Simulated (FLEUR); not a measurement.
FLEUR run on As₂Ru (Pnnm, 6 atoms in the cell): self-consistent single point.

Method of the run: FLEUR with LDA (Vosko-Wilk-Nusair), all-electron FLAPW (FLEUR), scalar-relativistic valence.

The change in words: lattice scaled by 0.98. Reference geometry:
```
CELL_PARAMETERS angstrom
      5.43556     0.00000     0.00000
      0.00000     6.20595     0.00000
      0.00000     0.00000     3.00115
ATOMIC_POSITIONS crystal
  As 0.32922 0.86635 0.50000
  As 0.67078 0.13365 0.50000
  As 0.82922 0.63365 0.00000
  As 0.17078 0.36635 0.00000
  Ru 0.50000 0.50000 0.50000
  Ru 0.00000 0.00000 0.00000
```

Reference input (self-consistent single point, DFT, LDA (Vosko-Wilk-Nusair), all-electron FLAPW (FLEUR), scalar-relativistic valence): Kmax = 3.6 1/bohr; GmaxXC = 14.4 1/bohr; xcFunctional = vwn; jspins = 1; l_soc = F; mode = hist; fermiSmearingEnergy = 0.00036749 Htr; mesh (inpgen div1-3) = 3 3 6; inpgen gamma flag = true; Gmax = 14.4 1/bohr; numbands = 0; maxIterBroyd = 15. This run's input differs from it in these lines:

```diff
@@ -3,5 +3,5 @@
 &input film=f /
-10.2717197340 0.0000000000 0.0000000000
-0.0000000000 11.7275458431 0.0000000000
-0.0000000000 0.0000000000 5.6713515589
+10.0662857172 0.0000000000 0.0000000000
+0.0000000000 11.4929949263 0.0000000000
+0.0000000000 0.0000000000 5.5579245277
 1.0
@@ -48,5 +48,5 @@
          <bravaisMatrix>
-            <row-1>   10.2717197339999995     0.0000000000000000     0.0000000000000000</row-1>
-            <row-2>    0.0000000000000000    11.7275458430999997     0.0000000000000000</row-2>
-            <row-3>    0.0000000000000000     0.0000000000000000     5.6713515588999996</row-3>
+            <row-1>   10.0662857171999995     0.0000000000000000     0.0000000000000000</row-1>
+            <row-2>    0.0000000000000000    11.4929949262999997     0.0000000000000000</row-2>
+            <row-3>    0.0000000000000000     0.0000000000000000     5.5579245277000000</row-3>
          </bravaisMatrix>
```

Log, with long lists cut:

```
 Iteration:     1   Distance:      13.05996019 me/bohr^3
 Iteration:     2   Distance:      11.57419339 me/bohr^3
 Iteration:     3   Distance:       6.50443404 me/bohr^3
 Iteration:     4   Distance:       2.56718645 me/bohr^3
 Iteration:     5   Distance:       2.07049930 me/bohr^3
   [... 9 lines left out ...]
 Iteration:    15   Distance:       0.00003402 me/bohr^3
 Iteration:    16   Distance:       0.00003170 me/bohr^3
 Iteration:    17   Distance:       0.00001180 me/bohr^3
 Iteration:    18   Distance:       0.00000604 me/bohr^3
 Reset of history
 Run finished successfully
 Stop message:
   Structural relaxation: new displacements generated

[file out, last iteration]
             iter=     19
[...]
          total density-effective poten   -2.9230092306E+04
          total charge density-energy d   -5.8236303586E+02
 Updated energy parameters for spin:           1
[...]
 fermi energy and band-weighting factors:
   [... 6 lines left out ...]

[...]
FERMIE:
          first approx. to ef    (T=0)  :   0.401273 htr   (energy of the highest occ. eigenvalue)
          number of occ. states  (T=0)  :        704
          first approx. to seigv (T=0)  : -40.958805 htr
          sum of weights of occ. states :  44.000000
          sum of semicore charge        :   0.000000 e
FERHIS:  Fermi-Energy by histogram:
          bandgap                     :   0.025878 htr
   [... lines left out ...]
          charge neutrality (T=0)     :   0.000000    (zero if the highest occ. eigenvalue is "entirely" occupied)
 Direct bandgap for spin            1 :    3.8148320842776307E-002  Htr
 ---->    free energy=                    -18087.2886777944 htr
   [... lines left out ...]
      extrapolation for T->0
 ---->    total electron energy=          -18087.2886777944 htr
 ***** TOTAL FORCES ON ATOMS *****
 TOTAL FORCE FOR ATOM TYPE=  1  X=  3.314   Y= -1.536   Z=  2.779
                       FX_TOT= 0.000920 FY_TOT=-0.004299 FZ_TOT= 0.000000
 TOTAL FORCE FOR ATOM TYPE=  2  X=  5.033   Y=  5.746   Z=  2.779
                       FX_TOT= 0.000000 FY_TOT= 0.000000 FZ_TOT= 0.000000
```

The run converged in 18 iterations. FLEUR gives forces in its relaxation mode, with a further iteration, so its stop message speaks of a relaxation. Against the reference run the free energy goes down by 4.2 meV/atom, the largest force hardly changes (0.221 to 0.226 eV/Å) and the gap on the mesh goes from 0.641 to 0.704 eV.

The starting cell comes from a database of computed structures (which also holds hypothetical and non-ambient phases and stackings), without a prior relaxation at this level. For this run, on top of that: lattice scaled by 0.98. Values depend on the basis (sphere radii, cutoffs, local orbitals), which need not be converged.

Cost on one core of a shared machine: roughly 70 s.
